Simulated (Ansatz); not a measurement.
Consider a periodic stack without vacuum, bcc V (1 1 1) on zinc-blende BN (1 1 1) (film strained to the substrate, started from cuts of the bulks and a machine-learned relaxation; slabs B21N21 and V12, which can lie off the formulas): substrate slab B21N21, film V12, surface cells [[1, -2], [1, 1]] and [[1, -1], [0, 1]], film strained by +4.7 and +4.7 %, outermost planes N/B and V/V as cut, which need not be the usual terminations and can put a slab off its formula. Its start:

```
V4B7N7
1.0
    4.43950     0.00000    -0.07751
   -2.21975     3.84472    -0.07599
    0.77972    -2.26868    24.02306
B N V
21 21 12
Cartesian
  2.73929   2.51399   1.34188
  2.74383  -0.09727   1.42908
  0.48063   1.20050   1.42371
  4.24257  -0.00646   3.54082
  2.02176   1.27515   3.51408
 -0.19799   2.55610   3.53649
  3.53622   1.34401   5.59273
  1.31938   2.62295   5.59369
  1.32028   0.06360   5.67067
  2.83800   2.69028   7.65565
  2.83945   0.12837   7.73252
  0.61728   1.41037   7.73272
  4.36966   0.18657   9.79941
  2.12875   1.46881   9.80033
 -0.08003   2.76782   9.80027
  3.65749   1.53946  11.81342
  1.43997   2.82643  11.88100
  1.44052   0.26272  12.01444
  2.93327   2.30338  13.94899
  3.49389   0.60607  13.99711
  0.24505   1.93557  14.00308
  2.74498   2.55413  -0.13687
  2.78494  -0.20911  -0.04063
  0.37642   1.12100  -0.05236
  4.21820  -0.05583   2.00572
  1.99604   1.22516   1.94715
 -0.22226   2.50540   1.99410
  3.50524   1.29323   4.03972
  1.29305   2.56797   4.04063
  1.29566   0.01473   4.11728
  2.80827   2.64182   6.09943
  2.80940   0.07831   6.17594
  0.58695   1.36042   6.17629
  4.33312   0.14250   8.23609
  2.10379   1.42262   8.23628
 -0.11249   2.71290   8.23716
  3.62834   1.48984  10.27100
  1.40964   2.77345  10.30077
  1.41114   0.21104  10.42107
  2.91521   2.81028  12.35857
  2.96466   0.28145  12.44028
  0.69140   1.58733  12.43186
 -0.70368  -0.88366  15.73568
  1.49369   0.35766  14.70696
  1.70569   0.55320  17.19107
  1.54950  -2.13350  16.13356
  1.99028  -1.78974  18.55389
 -0.36348  -0.60400  18.02774
  0.04346  -0.28220  20.28181
  2.14425   0.90616  19.62724
  2.68529   1.36530  22.33165
  2.39504  -1.46259  20.80624
  2.73415  -1.15341  23.05394
  0.50129   0.10792  22.59183
```

The start was prepared with a machine-learned potential, and the result is one local minimum, with the in-plane cell held and forces under 0.04 eV/Å; the film can end far from its bulk form.

Method: PBE (plane waves to 420 eV, PAW; Ansatz, a quantum-chemistry and plane-wave program). Scalar-relativistic, without spin–orbit coupling; the runs are not spin-polarised; PBE gaps are too small against experiment. Its k-point mesh 7×7×1, Fermi–Dirac width 0.05 eV.

Task: Predict the relaxed interface.

Result: The interface area comes out as 17.1 Å² and the period is 24.02 Å. The heights between the nearest atoms of the two slabs at the two interfaces comes out as 0.89 and 0.92 Å and the B–V contacts across the interfaces within 1.22 times the sum of covalent radii is 16, mean 2.46 Å. The N–V contacts across the interfaces within 1.22 times the sum of covalent radii comes out as 9, mean 1.91 Å.
